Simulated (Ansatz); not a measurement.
Model: Si(111) 1x1 surface, 6 top atoms, 3 bilayers, bottom bilayer H-capped and fixed, every top atom capped by H; cell 11.5 x 6.6 Å; two neighbouring H replaced by SH; about 7 Å thick over the host's atoms, 18 atoms held. Computed with PBE-D3(BJ) (plane waves to 420 eV, PAW; Ansatz, a program for electronic structure). Sampling: 1x2x1 k points. The slab states were run without spin polarisation. Results hold for this slab, coverage and mesh. Barriers come from a climbing-image nudged elastic band between relaxed ends, or a saddle search from its top (force threshold 0.05 eV/Å), without zero-point or thermal terms. The saddle order is not shown. The ends were relaxed from one prepared geometry each.

Step: the surface fragment of GeH4 exchanges a second ligand with a neighbouring S-H group. It starts from the surface left by an earlier step (GeH4 exchanges a ligand with a surface S-H group and H2 forms), after H2 has left. Bonds to break: S(48)-H(49), Ge(a0)-H(a3). Bonds to form or keep: S(48)-Ge(a0), H(49)-H(a3).

Relaxed start, atoms near the reaction:

```csv
atom,x (Å),y (Å),z (Å)
Si(0),0.005,0.015,9.507
Si(1),1.901,3.349,9.486
Si(2),1.922,1.119,8.752
Si(3),-0.010,4.448,8.717
H(14),-0.015,0.016,11.008
Si(15),3.825,0.006,9.530
Si(16),5.767,3.345,9.539
Si(17),5.759,1.112,8.805
Si(18),3.841,4.434,8.757
H(29),3.776,-0.015,11.027
Si(31),-1.916,3.332,9.495
H(44),7.758,-0.025,11.002
H(45),-1.901,3.342,10.998
S(46),6.042,3.716,11.655
S(48),1.870,3.529,11.648
H(49),0.582,3.117,11.772
Ge(a0),5.417,1.890,12.823
H(a2),6.085,0.647,12.223
H(a3),3.890,1.768,12.842
H(a4),5.980,2.202,14.219
```

Q: Is there a barrier, and what are it and the reaction energy?

A: Barrier 1.80 eV forward and 2.10 eV back, reaction energy -0.30 eV.

Q: How long are the bonds that change, at the top of the path?

A: 
| pair | start (Å) | top (Å) | end (Å) |
|---|---|---|---|
| S(48)-H(49) | 1.36 | 1.67 | 3.61 |
| S(48)-Ge(a0) | 4.08 | 2.80 | 2.25 |
| H(49)-H(a3) | 3.73 | 0.98 | 0.75 |
| Ge(a0)-H(a3) | 1.53 | 1.83 | 3.85 |
